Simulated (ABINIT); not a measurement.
Equation of state of zinc-blende CdS (space group 216): energy against volume (ABINIT, PBEsol)

```
CdS
1.0
    0.00000     2.82551     2.82551
    2.82551     0.00000     2.82551
    2.82551     2.82551     0.00000
Cd S
1 1
Direct
  0.00000   0.00000   0.00000
  0.75000   0.75000   0.75000
```

Method of the run: PBEsol, norm-conserving pseudopotentials (PseudoDojo nc-sr-04 PBEsol standard) (plane waves; ABINIT). Settings: pseudos = [Cd.upf, S.upf]; ecut = 66 Ha; occopt = 3; tsmear = 0.00036749 Ha; ngkpt = 10 10 10; nshiftk = 1; shiftk = 0 0 0; potentials = PseudoDojo nc-sr-04 PBEsol standard; nband = 18; kptopt = 1; nstep = 80; toldfe = 1e-09 Ha. The cell above is the first row's. The rows scale it uniformly. In all rows fractional positions and the k mesh are held. E is the free energy at the stated smearing, counted from the lowest row.

| V (Å^3/atom) | E (meV/atom) |
|---|---|
| 22.557 | 42.46 |
| 23.048 | 24.23 |
| 23.538 | 11.45 |
| 24.029 | 3.54 |
| 24.519 | 0.00 |
| 25.009 | 0.36 |
| 25.500 | 4.20 |
| 25.990 | 11.18 |
| 26.480 | ? |

Taking the third-order Birch-Murnaghan form, a cubic in V^(-2/3) for E over the 8 complete rows: With u = V^(-2/3) - 0.119, the rows have u = 0.006260, 0.004475, 0.002755, 0.001091, -0.000515, -0.002067, -0.003573, -0.005029. Least squares gives E = 0.701 + 1759.2·u + 773263·u² + 1821549·u³. Residuals (row less fit): -0.003, 0.008, -0.005, -0.003, 0.000, 0.008, -0.004, 0.001; standard error 0.007 (degrees of freedom: 4). Its minimum lies at u = -0.001142, so V0 = (0.117858)^(-3/2) = 24.72. There d²E/du² = 1534000 and d³E/du³ = 1.093e7, so B0 = (4/9) × 24.72^(-7/3) × 1534000 × 0.160218 = 61.4 GPa (the last factor turns the table's units into GPa), and B0' = 4 + (2/3) × 0.117858 × (1.093e7)/1534000 = 4.6. The program's pressures in the fitted runs (not shown) pass through zero at V = 24.71, 0.01 % from this V0.

Estimate the missing E (V = 26.480); what did the run itself give?

u = -0.006439, so E = 0.701 + 1759.2 × (-0.006439) + 773263 × (-0.006439)² + 1821549 × (-0.006439)³ = 20.947 meV/atom. The calculation gives 20.94 meV/atom, 0.007 meV/atom below the prediction (under 0.05 % of the range of E in the table). The row lies outside the fitted rows, so this is an extrapolation. From the scatter of the fitted rows alone, a prediction at this place has a standard error of 0.016 meV/atom, so the miss is 0.4 times that.

Carrying the step between the two nearest rows on in a straight line would have given 18.16, off by 2.78; series whose last step already gives the withheld value aren't shown. The scan was laid around a cell of about the measured size, scaled by a guess for this functional. This is a metastable polymorph. The runs keep the symmetry of the cell, so they don't test it for distortions. Cutoffs and mesh are single choices, not tested for convergence of this quantity. Series with a scatter that would blur these digits, or in which a gap closes, are not shown. Nor are scans whose minimum lies at an end fitted in this form.
